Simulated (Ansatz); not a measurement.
ZnS: holes 2.0×10^21 cm⁻³

Take ZnS (space group R3m, No. 160; a = 3.784 Å, c = 27.900 Å (hexagonal axes)) as the base.

The change: 0.231 holes added to each cell, a density of 2.0×10^21 cm⁻³, with a uniform compensating background at fixed cell and a 300 K Fermi–Dirac width.

Calculations: PBEsol (Ansatz, a first-principles code, PAW, scalar-relativistic without spin-orbit coupling). Γ-centred 14×14×14 mesh, Fermi–Dirac width 0.0259 eV.

The gap between the host's bands rises by 0.06 eV to 2.19 eV and the gap character stays direct at Γ. The valley order (the lowest conduction-band minima on the path, energy above the VBM, named in the base's zone) changes from Γ 2.13 eV; L (0, 0, 1/2) 3.18 eV; F (1/2, 0, 1/2) 3.20 eV to Γ 2.19 eV; L (0, 0, 1/2) 3.25 eV; F (1/2, 0, 1/2) 3.27 eV and the Fermi level relative to the doped band's edge (positive inside the band; to 0.05 eV) is +0.30 eV.

Charged cell with a jellium background: band edges are those of the host's band count, energies are not comparable with the neutral cell, and many-body gap narrowing is missing. Stability against distortions was not tested. This is not the structure that ZnS has at room temperature and ambient pressure.
